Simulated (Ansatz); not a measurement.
TiB2: response to strain

Base system: TiB2 (space group P6/mmm, No. 191; a = 3.017 Å, c = 3.185 Å). Axes: x lies along a and z along c of the hexagonal cell.

Strains are applied to the cell and any free atomic positions relax; under biaxial strain the out-of-plane vector relaxes too.

Levels (all Ansatz, a first-principles code, PAW): PBEsol (420 eV, without spin-orbit coupling); r2SCAN (500 eV, scalar-relativistic without spin-orbit coupling).

Pressures by level, all at the geometries relaxed with PBEsol:

```tsv
case	PBEsol	r2SCAN
base	0.0 GPa	4.1 GPa
biaxial strain −4.21 %, plane normal [001], relaxed out of plane	23.0 GPa	28.0 GPa
isotropic strain −1.04 %	8.9 GPa	13.4 GPa
isotropic strain −0.86 %	7.3 GPa	11.8 GPa
uniaxial strain ε_zz = −3.48 %	9.0 GPa	13.5 GPa
tensor shear ε_xz = +2.61 %	0.9 GPa	5.1 GPa
```

Single points use the geometry relaxed with PBEsol. Their cutoffs differ, which shifts pressures a little. The mesh was chosen for an insulator and is coarse for the gapless case. Without a gap, meshes like the base's 13×13×10 leave anisotropic stresses uncertain by several tenths of a GPa, and small strain energies with them. Stability against distortions was not tested. All final runs are without spin polarisation.
